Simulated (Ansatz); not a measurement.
```xyz
5
Lattice="4.7992 0.0000 0.0000 0.0000 4.7992 0.0000 0.0000 0.0000 4.7992" Properties=species:S:1:pos:R:3 pbc="T T T"
Ca     2.3996     0.0000     2.3996
Ca     0.0000     2.3996     2.3996
Ca     2.3996     2.3996     0.0000
Pb     0.0000     0.0000     0.0000
O      2.3996     2.3996     2.3996
```

**Question.** The LDA or GGA of the relaxation leaves this crystal with little or no gap. Does r2SCAN (Ansatz, a quantum-chemistry and plane-wave program) open one on the same cell?

**Answer.** Yes, about 0.16 eV on the k mesh, so it isn't safe to treat it as a metal; spin-orbit coupling, left out here, can close a gap of this size with elements this heavy.

Spin-orbit coupling is left out.

Formula and space group known from diffraction (Crystallography Open Database), not checked to be the room-temperature form: Ca3PbO (Pm-3m).
